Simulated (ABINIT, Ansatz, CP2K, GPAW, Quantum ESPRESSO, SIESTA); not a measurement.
**One structure in several programs: Ti6PtAu (Pm-3, 8 atoms in the cell)**

Self-consistent single point, at a second geometry (lattice scaled by 0.98). First geometry:

```
Ti6PtAu
1.0
    5.05615     0.00000     0.00000
    0.00000     5.05615     0.00000
    0.00000     0.00000     5.05615
Ti Pt Au
6 1 1
Cartesian
  0.00000   2.52807   3.81006
  0.00000   2.52807   1.24609
  3.81006   0.00000   2.52807
  1.24609   0.00000   2.52807
  2.52807   3.81006   0.00000
  2.52807   1.24609   0.00000
  0.00000   0.00000   0.00000
  2.52807   2.52807   2.52807
```

Shared settings, as Ansatz (a quantum-chemistry and plane-wave program) writes them: kpoints.mp_grid.grid = 5 5 5; scf.occupations.method = gaussian; scf.occupations.width = 0.136 eV. Potentials and cutoffs stand in the table.

| code | model | ΔF from the first geometry (meV/atom) | pressure (GPa) | largest force (eV/Å) | cutoff |
|---|---|---|---|---|---|
| ABINIT | LDA (PW92), PAW (JTH v2.0 LDA PAW) | -23.8 | 0.91 | 0.009 | 816 eV |
| SIESTA | LDA PW92, numerical atomic orbitals DZP, PseudoDojo LDA standard norm-conserving potentials (rewritten from UPF to PSML) | -42.5 | -2.10 | 0.052 | grid 400 Ry |
| Ansatz | LDA (PW92), PAW files made with PBE | -25.8 | 0.60 | 0.010 | 420 eV |
| CP2K | LDA (Pade form), GPW, DZVP-MOLOPT-SR-GTH basis, GTH-PADE potentials (GTH_POTENTIALS) | -44.1 | -2.94 | 0.304 | grid 600 Ry |
| Quantum ESPRESSO | LDA (PW92), PseudoDojo standard norm-conserving (LDA) pseudopotentials | -25.9 | 0.61 | 0.011 | 85 Ry |
| GPAW | LDA (Perdew-Wang 92), GPAW PAW datasets LDA (gpaw-data 1.0.1) | -20.5 | 1.37 | 0.014 | 850 eV |

On Ansatz's run: spin-orbit coupling is off. Spin polarisation is off.

The spread over the programs that give each value: ΔF from the first geometry within 23.6 meV/atom; pressure within 4.31 GPa; largest force within 0.295 eV/Å.

SIESTA and CP2K use small atom-centred bases, whose incompleteness enters pressures, forces and empty levels differently from a plane-wave cutoff. Ansatz's pressure is given at a fixed set of plane waves, as the other plane-wave codes print theirs; with its correction for the finite basis it is 0.63 GPa. In the pressure, SIESTA (by 2.86) and CP2K (by 3.70) lie more than 1 GPa from the median of the plane-wave programs. In the force vectors, CP2K (by 0.314) lies more than 0.08 eV/Å from the median of the plane-wave programs.

The starting cell comes from a database of computed structures (which also holds hypothetical and non-ambient phases and stackings), without a prior relaxation at this level. For this run, on top of that: lattice scaled by 0.98.

Left out of this page: Elk (not drawn, or without a comparable value); FLEUR (with a known weakness of the program).

Keys are those of Ansatz 0.2.
